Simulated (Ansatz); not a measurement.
**CdTe, response to strain**

Consider CdTe in the zinc blende structure (space group F-43m, No. 216).

```yaml
crystal:
  lattice:
    - [0.00000, 3.20432, 3.20432]
    - [3.20432, 0.00000, 3.20432]
    - [3.20432, 3.20432, 0.00000]
  atoms:
    - { symbol: Cd, position: [0.00000, 0.00000, 0.00000] }
    - { symbol: Te, position: [0.25000, 0.25000, 0.25000] }
```

Cartesian axes are those of the cell as printed.

Strains are applied to the cell and any free atomic positions relax.

Calculations: Ansatz (a quantum-chemistry and plane-wave program), LDA, PAW, cutoff 420 eV, without spin-orbit coupling.

Notes on the quantities. energy relative to the base: free energy F.

| variant | energy relative to the base | band gap | largest internal atomic displacement |
|---|---|---|---|
| base | 0 meV/atom | 0.61 eV | – |
| tensor shear ε_xy = +1.14 % | +1.1 meV/atom | ? | 0.015 Å |
| tensor shear ε_xy = +2.00 % | +3.5 meV/atom | 0.49 eV | 0.026 Å |
| tensor shear ε_xy = +1.71 % | +2.6 meV/atom | 0.51 eV | 0.023 Å |
| tensor shear ε_xy = +0.57 % | +0.3 meV/atom | 0.58 eV | – |
| tensor shear ε_xy = +0.86 % | ? | 0.56 eV | ? |
| tensor shear ε_xy = +1.43 % | +1.8 meV/atom | 0.53 eV | 0.019 Å |

Task: Complete the table.

Result: 
- tensor shear ε_xy = +1.14 %, band gap: 0.55 eV
- tensor shear ε_xy = +0.86 %, energy relative to the base: +0.7 meV/atom
- tensor shear ε_xy = +0.86 %, largest internal atomic displacement: 0.011 Å

Spin-orbit coupling, missing from the scalar runs, can matter with Te. No phonon test of stability was made.
